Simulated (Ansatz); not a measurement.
## How far to go with the k-point mesh at a smearing width of 0.02 eV: YTe (I4mm, 2 atoms in the cell)

```
CELL_PARAMETERS angstrom
      0.00000     3.08958     3.08958
      3.08958     0.00000     3.08958
      3.08958     3.08958     0.00000
ATOMIC_POSITIONS crystal
  Y  0.00809 0.00809 0.99191
  Te 0.50000 0.50000 0.50000
```

Level of theory: PBEsol, default PAW files made with PBE (plane waves; Ansatz, a quantum-chemistry and plane-wave program).

Base settings: basis.ecutwfc = 30.9 Ry; kpoints.mp_grid.grid = 9 9 9; hamiltonian.xc = pbesol; hamiltonian.pseudopotentials = {kind: paw} (the program's default PAW files); scf.occupations.method = gaussian; scf.occupations.width = 0.0073 Ry.

In this ladder: scf.occupations.width = 0.0015 Ry.

Only quantities that move along the ladder and can be compared are tabulated.

The count of work is k-points × plane waves × bands × iterations; it is no time. 

The starting cell comes from a database of computed structures (which also holds hypothetical and non-ambient phases and stackings), without a prior relaxation at this level. Its lattice was rescaled by up to half a per cent. One atom was moved a little off its site on purpose. Ansatz's pressure includes its estimate of the finite-basis (Pulay) stress.

```tsv
kpoints.mp_grid.grid	free energy less the last step's (meV/atom)	pressure (GPa)	largest difference of a force vector from the last step's (eV/Å)	count of work / last
3 3 3	41.77	-2.52	0.059	0.0072
4 4 4	-6.05	-2.87	0.004	0.016
5 5 5	-5.11	-2.84	0.005	0.022
6 6 6	-2.96	-2.91	0.003	0.036
7 7 7	1.36	-2.95	0.006	0.048
8 8 8	4.89	-2.88	0.005	0.083
10 10 10	0.16	-2.98	0.001	0.12
12 12 12	-2.18	-2.97	0.003	0.20
18 18 18	0.55	-2.96	0.000	0.67
22 22 22	0.00	-2.95	0.000	1.0
```

Coarsest kpoints.mp_grid.grid that holds the forces within 0.01 eV/Å of the last step, with all finer ones: 4 4 4, at 0.016 of the last step's count of work; the step before is off by 0.059 eV/Å.

Coarsest kpoints.mp_grid.grid that holds the pressure within 0.05 GPa of the last step, with all finer ones: 10 10 10, at 0.12 of the last step's count of work; the step before is off by 0.08 GPa.

Coarsest kpoints.mp_grid.grid that holds the free energy within 2 meV/atom of the last step, with all finer ones: 18 18 18; the step before is off by 2.2 meV/atom.

Keys are those of Ansatz 0.2.
